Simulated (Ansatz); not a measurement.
The starting structures come from a database of crystals and need not be the phases stable at ambient conditions.

 Where the default PAW files enter, the runs use the earlier of Ansatz's two default sets.

Inside the gap of an insulator the Bloch states are evanescent, with a wavenumber k + iκ along the transport direction.

```
CELL_PARAMETERS angstrom
      5.01030     0.04164    -0.04538
      2.43332     6.55952    -0.12742
      0.00172    -1.81103     4.67194
ATOMIC_POSITIONS crystal
  Pd 0.50000 0.00000 0.00000
  Pd 0.00000 0.00000 0.50000
  Se 0.67449 0.63852 0.32551
  Se 0.32551 0.36148 0.67449
  O  0.03788 0.29070 0.56941
  O  0.96212 0.70930 0.43059
  O  0.56941 0.70930 0.03788
  O  0.43059 0.29070 0.96212
  O  0.60932 0.14103 0.39068
  O  0.39068 0.85897 0.60932
```

Space group of this cell: C2/m. The cell was relaxed by PBE-D3(BJ); by PBEsol its mean pressure is -2.8 GPa.

Transport runs along the normal of the first two printed cell vectors.

The gap is the functional's own. No spin-orbit coupling. Mid-gap values are interpolated on the energy grid.

Problem. Estimate the band gap and the smallest decay constant κ at mid-gap that Ansatz (an electronic-structure program) with PBEsol returns for this system.

Solution. Gap 0.68 eV on a 8×6×8 mesh; κ = 0.313 1/Å, at the zone centre.
